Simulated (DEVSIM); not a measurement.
System: W/SiO2/p-Ge capacitor, at 400 K.

Layer 1 from the left is SiO2, thickness (nm) 21.0. Layer 2 from the left is Ge, thickness (nm) 1400, Na (cm⁻³) 1.9e17.

Metal gate on the left, work function 4.6 eV. Fixed charge at the semiconductor interface 3.3e11 cm⁻² (in units of +e); interface traps 9.6e10 cm⁻² eV⁻¹, uniform in energy, neutral level at 0.7 of the gap above the valence band.

The device is made up for the run: typed textbook-type constants, with dimensions and the other settings drawn at random. Values at 300 K; Nc and Nv go as T^1.5, mobilities as T to minus their exponent, the gap by Varshni's rule with the affinity fixed.

SiO2: gap (eV) 9, affinity (eV) 0.9, permittivity 3.9. Ge: gap (eV) 0.664, affinity (eV) 4, permittivity 16, Nc (cm⁻³) 1.04e19, Nv (cm⁻³) 6e18, Varshni α (eV/K) 0.000477, Varshni β (K) 235.

Simulated with DEVSIM: 1D Poisson equation in equilibrium, Boltzmann statistics, complete ionisation; no quantum confinement or tunnelling. Metal contacts follow the ideal Schottky-Mott rule: no Fermi-level pinning, no interface dipoles.

Question: What does the simulation give for the minimum of the low-frequency capacitance, the flat-band voltage?

Answer: minimum of the low-frequency capacitance 0.113 μF/cm²; flat-band voltage -0.24 V.
